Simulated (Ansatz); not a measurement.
LiFeP (P4/nmm), PBEsol, DFPT electron-phonon coupling, linearised Boltzmann equation (Ansatz, an electronic-structure program). Phonon-limited resistivity 13.2 μΩ·cm at 300 K along y (a = (3.65, 0.00, 0.00) Å; b = (0.00, 3.65, 0.00) Å; c = (0.00, 0.00, 5.82) Å), current-weighted mean free path 9.3 nm, Drude plasma energy 3.70 eV.

Q: Estimate the resistivity of a 80 nm square wire with diffuse walls from ρ ≈ ρ₀(1 + 3ℓ/4d).

A: 1 + 0.75 × 9.3/80 = 1.09, so ρ ≈ 14.4 μΩ·cm and a line 1 μm long has 22.4 Ω. The formula is the free-electron limit for d well above ℓ; grain boundaries add to it.

Q: What is the classical skin depth at 10 GHz (nonmagnetic, μ₀ = 1.257×10⁻⁶ H/m)?

A: δ = √(ρ/(π f μ₀)) = 1830 nm.

Q: What Drude relaxation time do resistivity and plasma energy imply?

A: ω_p = 5.62e15 s⁻¹, so τ = 1/(ε₀ ω_p² ρ) = 27.1 fs, a damping ħ/τ of 24.3 meV.

A metal at this level (no band gap). Only scattering by harmonic phonons is included (no impurities, grain boundaries, electron-electron scattering or thermal expansion). Spin-orbit coupling is left out. The run warned that the eigensolver left some states short of its tolerance. Halving the electron mesh (24x24x16) moves the resistivity by up to 7 % at 300 K, the mean free path by up to 3 %. Smearing 0.20 eV; phonons on a 4x4x3 q mesh, which this run doesn't test.

Formula and space group known from diffraction (Crystallography Open Database), not checked to be the room-temperature form: LiFeP (P4/nmm). Treated as nonmagnetic (a ferromagnetic start lost its moment, other orders weren't tried): LiFeP (P4/nmm).
